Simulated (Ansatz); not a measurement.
We consider Y2SiO5 (C2/c, No. 15, 32 atoms in the cell; start mp-3520), described by LDA (Ansatz, a quantum-chemistry and plane-wave program, PAW).

Settings: plane-wave cutoff 520 eV, 6×6×4 k mesh (along the axes of the cell as run), Fermi–Dirac smearing 0.01 eV, scalar-relativistic PAW data made under PBE.

Cell (relaxed with PBEsol):

```
CELL_PARAMETERS angstrom
      7.20277    -3.35411     0.00605
      7.20277     3.35411     0.00605
     -5.53245     0.00000     8.76282
ATOMIC_POSITIONS crystal
  Y  0.29190 0.77998 0.96415
  Y  0.70810 0.22002 0.03585
  Y  0.22002 0.70810 0.53585
  Y  0.77998 0.29190 0.46415
  Y  0.48385 0.23443 0.66522
  Y  0.51615 0.76557 0.33478
  Y  0.76557 0.51615 0.83478
  Y  0.23443 0.48385 0.16522
  Si 0.90880 0.72749 0.69212
  Si 0.09120 0.27251 0.30788
  Si 0.27251 0.09120 0.80788
  Si 0.72749 0.90880 0.19212
  O  0.61334 0.42223 0.89757
  O  0.38666 0.57777 0.10243
  O  0.57777 0.38666 0.60243
  O  0.42223 0.61334 0.39757
  O  0.73055 0.86780 0.56085
  O  0.26945 0.13220 0.43915
  O  0.13220 0.26945 0.93915
  O  0.86780 0.73055 0.06085
  O  0.84967 0.55512 0.67442
  O  0.15033 0.44488 0.32558
  O  0.44488 0.15033 0.82558
  O  0.55512 0.84967 0.17442
  O  0.59318 0.17009 0.18022
  O  0.40682 0.82991 0.81978
  O  0.82991 0.40682 0.31978
  O  0.17009 0.59318 0.68022
  O  0.90987 0.91181 0.35943
  O  0.09013 0.08819 0.64057
  O  0.08819 0.09013 0.14057
  O  0.91181 0.90987 0.85943
```

Problem. Give the computed band gap.

Solution. 
- band gap: 4.76 eV

Note: cell and atoms aren't relaxed at this level (largest force component 0.18 eV/Å, pressure -4.4 GPa).

Spin–orbit coupling is not included.

The computed numbers hold no vibrational or temperature effects.

Computing time: around 15 core-minutes (rough).

A start named mp-… is a Materials Project structure, which need not be a measured phase.
